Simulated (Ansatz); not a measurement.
**What biaxial strain −1.25 %, plane normal [111], relaxed out of plane does to Cu**

Take Cu in the fcc (Cu type) structure (space group Fm-3m, No. 225; a = 3.518 Å; relaxed with 0.1 eV smearing) as the base. Axes: x, y, z lie along the cube axes.

The change: biaxial strain −1.25 %, plane normal [111], relaxed out of plane (Cartesian); in-plane vectors clamped, the third vector and the atoms free.

All numbers come from DFT with LDA, PAW potentials and a 420 eV plane-wave cutoff in Ansatz (an electronic-structure program), no SOC. Settings: 32×32×32 k-points, 0.1 eV Fermi–Dirac smearing.

```tsv
quantity	base	changed	shift
volume per atom	10.89 Å³	10.72 Å³	-0.17 Å³
space group	Fm-3m (No. 225)	R-3m (No. 166)	–
shortest interatomic distance	2.488 Å	2.457 Å	-0.031 Å
energy relative to the base (free energy F)	0 meV/atom	+4.0 meV/atom	+4.0 meV/atom
band gap	zero	zero	–
out-of-plane strain	–	+0.94 %	–
ratio −ε⊥/ε∥	–	0.75	–
mean in-plane stress (compression positive)	–	+4.8 GPa	–
```

Final structure (turned so that z lies along the plane normal):

```xyz
1
Lattice="2.4568 0.0000 0.0000 1.2284 2.1276 0.0000 1.2284 -0.7092 2.0503" Properties=species:S:1:pos:R:3 pbc="T T T"
Cu     0.0000     0.0000     0.0000
```

Stability against distortions was not tested. The final runs are not spin-polarised.
